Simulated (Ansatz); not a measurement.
The starting structures come from a database of crystals and need not be the phases stable at ambient conditions.

 Where the default PAW files enter, the runs use the earlier of Ansatz's two default sets.

By PBEsol, the system below comes out a metal.

The ballistic (Sharvin) conductance counts the channels at the Fermi level: G/A = (e²/h) × channels of both spins per area.

Data:

```yaml
crystal:
  lattice:
    - [5.90314, 0.00000, 0.00000]
    - [-2.95157, 5.11227, 0.00000]
    - [2.95157, 1.70409, 4.81989]
  atoms:
    - { symbol: Mg, position: [0.75000, 0.37500, 0.87500] }
    - { symbol: Mg, position: [0.25000, 0.37500, 0.37500] }
    - { symbol: Mg, position: [0.75000, 0.37500, 0.37500] }
    - { symbol: Mg, position: [0.25000, 0.87500, 0.37500] }
    - { symbol: Sn, position: [0.00000, 0.00000, 0.00000] }
    - { symbol: Sn, position: [0.50000, 0.75000, 0.75000] }
```

Space group of this cell: Fd-3m, cubic Laves (MgCu2 type). The cell is taken as given; by PBEsol its mean pressure is -1.5 GPa.

The current flows along the normal of the first two printed cell vectors, the (111) plane of the conventional cell. No spin-orbit coupling; the value is a mean over 0.1 eV about the Fermi level.

Compute, with PBEsol in Ansatz (an electronic-structure program), the ballistic conductance per area.

0.76 × 10¹⁵ S/m² for both spins.
